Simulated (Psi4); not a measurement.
Psi4 1.11, M06-L/def2-svp: Ge(F)2 ([F][Ge][F]), 3 atoms. The geometry is a generated start, not checked to be a minimum at this level.

```yaml
task: gradient
method: m06-l
basis: def2-svp
memory: 7 GB
scf_type: df (default)
guess: auto, which took SAD (default)
diis_max_vecs: 10 (default)
scf_initial_accelerator: adiis (default)
e_convergence: 1e-08 (default)
d_convergence: 1e-08 (default)
basis functions (reference run): 60
grid points (reference run): 552634
```

```xyz
3

Ge     0.0645    -0.0376     0.8101
F      0.6290     1.1619    -0.3982
F     -0.6936    -1.1243    -0.4119
```

Yardstick: the run with dft_radial_points = 200, dft_spherical_points = 974, dft_pruning_scheme = none (default), which is not proven converged either. Single runs; times are not shown.

Settings tried, all else as in the reference:
- dft_radial_points = 35, dft_spherical_points = 110
- dft_radial_points = 75 (default), dft_spherical_points = 434
- dft_radial_points = 50, dft_spherical_points = 194
- dft_radial_points = 25, dft_spherical_points = 50
- dft_radial_points = 75 (default), dft_spherical_points = 302 (default)
- dft_radial_points = 75 (default), dft_spherical_points = 302 (default), dft_pruning_scheme = treutler
- dft_radial_points = 99, dft_spherical_points = 590, dft_pruning_scheme = robust
- dft_radial_points = 150, dft_spherical_points = 770
- dft_radial_points = 75 (default), dft_spherical_points = 302 (default), dft_pruning_scheme = robust
- dft_radial_points = 99, dft_spherical_points = 590
- dft_radial_points = 99, dft_spherical_points = 590, dft_pruning_scheme = treutler

Which of these stay within 1.0 meV/atom in energy, 10 meV/Å in forces (largest component) of the reference run?

Within it: dft_radial_points = 150, dft_spherical_points = 770. At the edge (between 0.75 and 1.33 times the tolerance): dft_radial_points = 99, dft_spherical_points = 590, dft_pruning_scheme = robust; dft_radial_points = 99, dft_spherical_points = 590. Outside: dft_radial_points = 75 (default), dft_spherical_points = 302 (default); dft_radial_points = 75 (default), dft_spherical_points = 302 (default), dft_pruning_scheme = robust; dft_radial_points = 75 (default), dft_spherical_points = 434; dft_radial_points = 99, dft_spherical_points = 590, dft_pruning_scheme = treutler; dft_radial_points = 75 (default), dft_spherical_points = 302 (default), dft_pruning_scheme = treutler; dft_radial_points = 50, dft_spherical_points = 194; dft_radial_points = 35, dft_spherical_points = 110; dft_radial_points = 25, dft_spherical_points = 50.

| setting | grid points | energy against the reference | difference in forces (largest component) |
|---|---|---|---|
| the reference | 552634 | — | — |
| dft_radial_points = 150, dft_spherical_points = 770 | 328102 | −0.13 meV/atom | 6.2 meV/Å |
| dft_radial_points = 99, dft_spherical_points = 590, dft_pruning_scheme = robust | 117154 | +1.0 meV/atom | 10 meV/Å |
| dft_radial_points = 99, dft_spherical_points = 590 | 167596 | +1.0 meV/atom | 10 meV/Å |
| dft_radial_points = 75 (default), dft_spherical_points = 302 (default) | 65200 | −28 meV/atom | 180 meV/Å |
| dft_radial_points = 75 (default), dft_spherical_points = 302 (default), dft_pruning_scheme = robust | 44734 | −29 meV/atom | 170 meV/Å |
| dft_radial_points = 75 (default), dft_spherical_points = 434 | 93306 | −29 meV/atom | 170 meV/Å |
| dft_radial_points = 99, dft_spherical_points = 590, dft_pruning_scheme = treutler | 87706 | −31 meV/atom | 450 meV/Å |
| dft_radial_points = 75 (default), dft_spherical_points = 302 (default), dft_pruning_scheme = treutler | 36022 | −59 meV/atom | 450 meV/Å |
| dft_radial_points = 50, dft_spherical_points = 194 | 28175 | −260 meV/atom | 340 meV/Å |
| dft_radial_points = 35, dft_spherical_points = 110 | 11235 | −420 meV/atom | 1000 meV/Å |
| dft_radial_points = 25, dft_spherical_points = 50 | 3615 | +1300 meV/atom | 710 meV/Å |

Total energies are compared; such shifts often cancel in part in energy differences. The gradients leave out the derivatives of the grid weights. The tolerance is a choice made for this comparison.
